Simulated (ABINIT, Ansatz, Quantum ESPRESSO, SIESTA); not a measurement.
**CsSbO3 (Pm-3m, 5 atoms in the cell) computed with different codes at matched settings**

Self-consistent single point.

```xyz
5
Lattice="4.2160 0.0000 0.0000 0.0000 4.2160 0.0000 0.0000 0.0000 4.2160" Properties=species:S:1:pos:R:3 pbc="T T T"
Cs     0.0000     0.0000     0.0000
Sb     2.1080     2.1080     2.1080
O      2.1080     2.1080     0.0000
O      0.0000     2.1080     2.1080
O      2.1080     0.0000     2.1080
```

Shared settings, as Ansatz (an electronic-structure program) writes them: kpoints.mp_grid.grid = 8 8 8; scf.occupations.method = fermi_dirac; scf.occupations.width = 0.1 eV. Potentials and cutoffs stand in the table.

```json
[
 {"code": "Ansatz", "model": "LDA (PW92), PAW files made with PBE", "pressure (GPa)": "-9.99", "cutoff": "default"},
 {"code": "ABINIT", "model": "LDA (PW92), norm-conserving pseudopotentials (PseudoDojo nc-sr-04 LDA standard)", "pressure (GPa)": "-9.16", "cutoff": "84 Ry"},
 {"code": "Quantum ESPRESSO", "model": "LDA (PZ), GBRV 1.5 ultrasoft (LDA) pseudopotentials", "pressure (GPa)": "-8.94", "cutoff": "40 Ry"},
 {"code": "SIESTA", "model": "LDA PW92, numerical atomic orbitals TZP, PseudoDojo LDA standard norm-conserving potentials (rewritten from UPF to PSML)", "pressure (GPa)": "-7.09", "cutoff": "grid 300 Ry"}
]
```

No clean gap comes from Ansatz, ABINIT, Quantum ESPRESSO and SIESTA: levels at the Fermi energy touch, overlap or are partly filled at this smearing.

On Ansatz's run: spin-orbit coupling is off.

The spread over the programs that give each value: pressure within 2.90 GPa.

SIESTA uses small atom-centred bases, whose incompleteness enters pressures, forces and empty levels differently from a plane-wave cutoff. Ansatz's pressure is given at a fixed set of plane waves, as the other plane-wave codes print theirs; with its correction for the finite basis it is -9.57 GPa (the shift of 0.43 GPa shows how far the cutoff is from converged). The same LDA comes in different parametrisations, which differ slightly. In the pressure, SIESTA (by 2.07) lies more than 1 GPa from the median of the plane-wave programs.

The starting cell comes from a database of computed structures (which also holds hypothetical and non-ambient phases and stackings), without a prior relaxation at this level. Its lattice was rescaled by a random factor within 2.5 % of one.

Left out of this page: GPAW, Elk and FLEUR (not drawn, or without a comparable value).

Keys are those of Ansatz 0.2.
